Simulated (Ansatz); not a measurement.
# Effect of pressure 0.7 GPa on Al5W

Base system: Al5W (space group P6_322, No. 182; a = 4.876 Å, c = 8.827 Å; a cell from a computed database, its experimental status unchecked).

Now apply this change: cell and atoms relaxed at a pressure of 0.7 GPa.

Calculations: PBEsol in Ansatz (plane waves to 420 eV, PAW, no spin-orbit coupling). Γ-centred 9×9×5 mesh, Fermi–Dirac width 0.05 eV.

The volume per atom shrinks by 0.08 Å³ (15.15 Å³ → 15.07 Å³) and the density rises by 0.03 g/cm³ (5.82 g/cm³ → 5.85 g/cm³). The c/a ratio hardly moves (1.810 against 1.811) and the shortest interatomic distance drops by 0.0043 Å (2.734 Å → 2.729 Å). The enthalpy H = E + PV relative to the base's energy amounts to +0.07 eV/atom and the band gap remains zero.

Final structure:

```yaml
crystal:
  lattice:
    - [4.86744, 0.00000, 0.00000]
    - [-2.43372, 4.21533, 0.00000]
    - [0.00000, 0.00000, 8.81285]
  atoms:
    - { symbol: Al, position: [0.00000, 0.00000, 0.75000] }
    - { symbol: Al, position: [0.00000, 0.00000, 0.25000] }
    - { symbol: Al, position: [0.33333, 0.66667, 0.75000] }
    - { symbol: Al, position: [0.66667, 0.33333, 0.25000] }
    - { symbol: Al, position: [0.33809, 0.33809, 0.00000] }
    - { symbol: Al, position: [0.00000, 0.33809, 0.50000] }
    - { symbol: Al, position: [0.66191, 0.00000, 0.00000] }
    - { symbol: Al, position: [0.66191, 0.66191, 0.50000] }
    - { symbol: Al, position: [0.00000, 0.66191, 0.00000] }
    - { symbol: Al, position: [0.33809, 0.00000, 0.50000] }
    - { symbol: W, position: [0.33333, 0.66667, 0.25000] }
    - { symbol: W, position: [0.66667, 0.33333, 0.75000] }
```

Load acts through the strain it causes; cell and atoms are relaxed under it. Whether these cells are dynamically stable was not tested. All final runs are without spin polarisation.

Ansatz is a quantum-chemistry and plane-wave program.
